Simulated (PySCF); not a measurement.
PySCF 2.14.0, unrestricted TPSSH/def2-svp, df: C[CH]F, charge 0, multiplicity 2, 7 atoms. The geometry is a generated start, not checked to be a minimum at this level.

```
Item                          Result
-------------------  ---------------
task                          energy
method                         tpssh
basis                       def2-svp
two-electron scheme  density fitting
mol.max_memory               3000 MB
mf.max_cycle                     100
mf.conv_tol          1e-09 (default)
mf.grids.level           3 (default)
basis functions                   62
grid points                    81736
```

```xyz
7

C     -0.6391    -0.0602    -0.0967
C      0.7839     0.1929     0.1690
F      1.5863    -0.8624     0.4163
H     -1.0125     0.6354    -0.8474
H     -1.2546     0.0701     0.8011
H     -0.7799    -1.0838    -0.4378
H      1.3159     1.1080    -0.0045
```

Charge 0 and multiplicity 2 are set for this test and not shown to be the ground state.

With the defaults (mf.diis = true, mf.init_guess = minao, mf.damp = 0, mf.diis_start_cycle = 1, mf.level_shift = 0, mf.DIIS = CDIIS, mf.diis_space = 8, newton = off) it converges in 13 Fock builds. One run each on 2 threads, 1 BLAS thread, with these changes:
- mf.diis_space = 20
- mf.init_guess = huckel
- mf.DIIS = ADIIS
- mf.diis = false
- newton = Hessian by the SCF's own integrals
- mf.init_guess = atom
- mf.init_guess = sap
- mf.level_shift = 0.1 Hartree
- mf.damp = 0.7, mf.diis_start_cycle = 8

### Question
Name the settings that don't reach the solution of the defaults.

### Answer
No convergence: mf.diis = false (the run ends without SCF convergence in 100 cycles). The rest reach the solution of the defaults.

| setting | Fock builds | end |
|---|---|---|
| the defaults | 13 | same solution |
| mf.init_guess = atom | 13 | same solution |
| mf.level_shift = 0.1 Hartree | 13 | same solution |
| mf.diis_space = 20 | 13 | same solution |
| mf.init_guess = huckel | 14 | same solution |
| mf.init_guess = sap | 15 | same solution |
| mf.DIIS = ADIIS | 15 | same solution |
| mf.damp = 0.7, mf.diis_start_cycle = 8 | 17 | same solution |
| newton = Hessian by the SCF's own integrals | 25 | same solution |
| mf.diis = false | 101 | no convergence |

Under newton the count holds the products with the orbital Hessian.
